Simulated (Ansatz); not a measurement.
## A computed series for Mg2Si: element substitutions

The reference is Mg$_{2}$Si (space group Fm-3m, No. 225).

```
Mg2Si
1.0
    0.00000     3.16274     3.16274
    3.16274     0.00000     3.16274
    3.16274     3.16274     0.00000
Si Mg
1 2
Direct
  0.00000   0.00000   0.00000
  0.25000   0.25000   0.25000
  0.75000   0.75000   0.75000
```

Each row replaces one element on all its sites; cell and atoms are relaxed.

Calculations: PBEsol in Ansatz (plane waves to 420 eV, PAW, no spin-orbit coupling), earlier PAW set.

Candidates:
(a) Mg → Ca
(b) Si → Al
(c) Si → H

Base values:

The lattice parameter a comes out as 6.325 Å.

Problem. Order them by lattice parameter a, highest first.

Solution. (a) Mg → Ca (7.091 Å), (b) Si → Al (6.601 Å), (c) Si → H (5.842 Å)

Stability against distortions was not tested. As relaxed here, Mg2Al and Mg2H are hypothetical phases, not in the database extracts checked. For Ca2Si in this form, whether it has been made was not checked. The final runs are not spin-polarised. An odd electron count without spin: Mg2Al and Mg2H.

Ansatz is an electronic-structure program.
